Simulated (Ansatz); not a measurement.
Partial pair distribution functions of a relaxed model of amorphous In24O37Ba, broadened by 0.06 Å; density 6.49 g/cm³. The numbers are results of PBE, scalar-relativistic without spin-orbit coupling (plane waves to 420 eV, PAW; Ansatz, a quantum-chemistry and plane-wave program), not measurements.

A CHGNet melt-quench gave the starting glass, which DFT then relaxed. O atoms were pushed apart under 1.9 Å during the dynamics, to hinder bonds among them. The hot cell started wider than the set density and was brought back towards it in steps. It is the lowest in DFT energy of 2 quenches. It is a model cell: composition and starting density were chosen by hand, and all elements were melted together. No dispersion term was used. Its density started from a set value of 6.49 and ended at 6.49 g/cm³. Cooling (nominally 280 K/ps over its main leg) ran many orders faster than in experiment, which tends to leave more defects and strain. A cell of this size samples the disorder only roughly. The volume was held where the preparation left it and the shape relaxed, at a PBE pressure of -1.2 GPa (tension). Stress components on the final sampling reach 1.3 GPa. On a 2×2×2 Γ-centred mesh force components of up to 0.13 eV/Å stay, since the relaxation ran on the zone centre alone.

```
r (Å)  g In-O  g O-Ba  g In-In  g O-O
-----  ------  ------  -------  -----
1.85     0.00    0.00     0.00   0.00
1.95     0.20    0.00     0.00   0.00
2.05     3.51    0.00     0.00   0.00
2.15     8.33    0.00     0.00   0.00
2.25     5.54    0.00     0.00   0.00
2.35     2.71    0.01     0.00   0.00
2.45     0.85    0.43     0.00   0.00
2.55     0.32    2.12     0.00   0.09
2.65     0.15    3.45     0.00   0.35
2.75     0.16    4.56     0.00   1.78
2.85     0.08    2.15     0.00   3.08
2.95     0.07    0.38     0.07   1.86
3.05     0.07    0.03     0.57   1.72
3.15     0.26    0.67     0.89   2.30
3.25     0.40    1.18     2.10   2.51
3.35     0.47    1.93     2.97   2.17
3.45     0.43    2.77     3.72   1.25
3.55     0.50    1.53     2.59   1.28
3.65     0.53    0.19     2.31   0.85
3.75     0.44    0.05     1.87   0.62
3.85     0.99    0.63     1.50   0.84
3.95     1.25    0.86     1.35   0.65
4.05     1.13    1.52     1.77   0.73
4.15     1.06    0.52     1.40   0.94
4.25     0.85    0.01     0.73   1.01
4.35     1.22    0.00     0.54   0.97
4.45     1.53    0.17     0.53   0.62
4.55     1.61    1.15     0.52   0.51
4.65     1.35    1.22     0.44   0.56
4.75     1.36    0.59     0.48   0.30
```

Within 2.84 Å each In has 5.58 O neighbours on average.
